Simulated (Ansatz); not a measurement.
# How the lattice constant a of GeSb₂Te₄ (R3m, No. 160, 7 atoms in the cell; start mp-1224350) moves with the method

No measured value is used here.

**Question.** Put these levels in order of the lattice constant a that they give for GeSb₂Te₄ (R3m, No. 160, 7 atoms in the cell; start mp-1224350), smallest first: LDA (Ansatz, a program for electronic structure), PBEsol (Ansatz), r²SCAN (Ansatz).

**Answer.** LDA (4.208 Å), PBEsol (4.234 Å), r²SCAN (4.262 Å)

Cutoffs differ between the levels. Ansatz's density-functional and Hartree–Fock values are scalar-relativistic unless marked +SOC, with PAW data made under PBE.

A start named mp-… is a Materials Project structure, which need not be a measured phase.
